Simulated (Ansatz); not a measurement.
System: Al₃BC (P6₃/mmc, No. 194, 10 atoms in the cell; start mp-1228446). Method: PBE0 (PAW; Ansatz, a first-principles code).

Settings: plane-wave cutoff 460 eV, 9×9×2 k mesh (along the axes of the cell as run), Fermi–Dirac smearing 0.01 eV, scalar-relativistic PAW data made under PBE.

The cell is the one relaxed with PBEsol. Conventional cell: a = 3.4851 Å, b = 3.4851 Å, c = 11.4998 Å, α = 90.00°, β = 90.00°, γ = 120.00°.

```yaml
crystal:
  lattice:
    - [3.48506, 0.00000, 0.00000]
    - [-1.74253, 3.01815, 0.00000]
    - [0.00000, 0.00000, 11.49983]
  atoms:
    - { symbol: Al, position: [0.66667, 0.33333, 0.92425] }
    - { symbol: Al, position: [0.33333, 0.66667, 0.07575] }
    - { symbol: Al, position: [0.33333, 0.66667, 0.42425] }
    - { symbol: Al, position: [0.66667, 0.33333, 0.57575] }
    - { symbol: Al, position: [0.00000, 0.00000, 0.75000] }
    - { symbol: Al, position: [0.00000, 0.00000, 0.25000] }
    - { symbol: B, position: [0.00000, 0.00000, 0.00000] }
    - { symbol: B, position: [0.00000, 0.00000, 0.50000] }
    - { symbol: C, position: [0.33333, 0.66667, 0.25000] }
    - { symbol: C, position: [0.66667, 0.33333, 0.75000] }
```

List the 24 lowest band energies at Γ above −25 eV (eV, relative to the valence band maximum), grouping those that round alike.

At Γ: -15.37, -14.99, -13.06, -11.70, -8.79, -5.59, -4.44, -2.60 (×2), -2.56 (×2), -0.70, -0.14 (×2), 0.00 (×2), 2.99, 5.09, 5.35 (×2), 5.62, 5.63 (×2), 7.09.

Note: the run warned that its exchange threshold was loose for the stress; cell and atoms aren't relaxed at this level (pressure -0.8 GPa).

A start named mp-… is a Materials Project structure, which need not be a measured phase.
